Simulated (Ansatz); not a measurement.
## Effect of biaxial strain +0.95 %, plane normal [001], relaxed out of plane on hypothetical fluorite TaGe2

Start from TaGe2 in the fluorite structure (space group Fm-3m, No. 225; a = 6.1889 Å; a hypothetical phase, not in the database extracts checked). Axes: x, y, z lie along the cube axes.

Perturbation: biaxial strain +0.95 %, plane normal [001], relaxed out of plane (Cartesian); in-plane vectors clamped, the third vector and the atoms free.

Calculations: PBEsol (Ansatz, an electronic-structure program, PAW, scalar-relativistic without spin-orbit coupling). Settings: 13×13×13 k-points, 0.05 eV Fermi–Dirac smearing.

| quantity | base | changed | shift |
|---|---|---|---|
| volume per atom | 19.75 Å³ | 19.50 Å³ | -0.25 Å³ |
| space group | Fm-3m (No. 225) | I4/mmm (No. 139) | – |
| shortest interatomic distance | 2.680 Å | 2.669 Å | -0.0104 Å |
| energy relative to the base (free energy F) | 0 meV/atom | -2.8 meV/atom | -2.8 meV/atom |
| pressure (mean of the normal stresses, compression positive) | 0.0 GPa | 1.4 GPa | +1.4 GPa |
| band gap | zero | zero | – |
| out-of-plane strain (rough) | – | -3.12 % | – |
| mean in-plane stress (compression positive) (rough) | – | +2.1 GPa | – |

Final structure (turned so that z lies along the plane normal):

```yaml
crystal:
  lattice:
    - [4.41780, 0.00000, 0.00000]
    - [0.00000, 4.41780, 0.00000]
    - [2.20890, -2.20890, 2.99778]
  atoms:
    - { symbol: Ta, position: [0.00000, 0.00000, 0.00000] }
    - { symbol: Ge, position: [0.75000, 0.75000, 0.50000] }
    - { symbol: Ge, position: [0.25000, 0.25000, 0.50000] }
```

Without a gap, meshes like the base's 13×13×13 leave anisotropic stresses uncertain by several tenths of a GPa, and small strain energies with them. Stability against distortions was not tested. The final runs are not spin-polarised. An odd electron count without spin: TaGe2. Under biaxial strain +0.95 %, plane normal [001], relaxed out of plane the cell ends below the base's energy or with stress of the wrong sign: the atoms slid into a distortion or the cell is elastically unstable, so the base is not a stable minimum at this level. TaGe2 has a high density of states at the Fermi level and may be magnetic at this level.
